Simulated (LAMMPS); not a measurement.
MD of Ta (bcc) at zero pressure, 432 atoms, as a crystal; each row is its own run.

Model: MD with a machine-learned potential, pair style pod, file Ta_param.pod, run in LAMMPS.

```
T (K)  volume (Å³/atom)
-----  ----------------
300              18.191
1480             18.705
2470             19.069
```

**Question.** Fit a straight line, y = a + b x, to these rows (x is the first column, y the second) and predict the run at x = 1970.

**Answer.** Least squares gives a = 18.080 and b = 0.0004056. At x = 1970 the fit predicts 18.879 Å³/atom. The run itself gave 18.8879 ± 0.0008 Å³/atom, so the fit is 0.048 % low.

Caution (row 2470): a run this short can hold a crystal over, or a liquid under, the potential's own melting point, which these runs don't give.
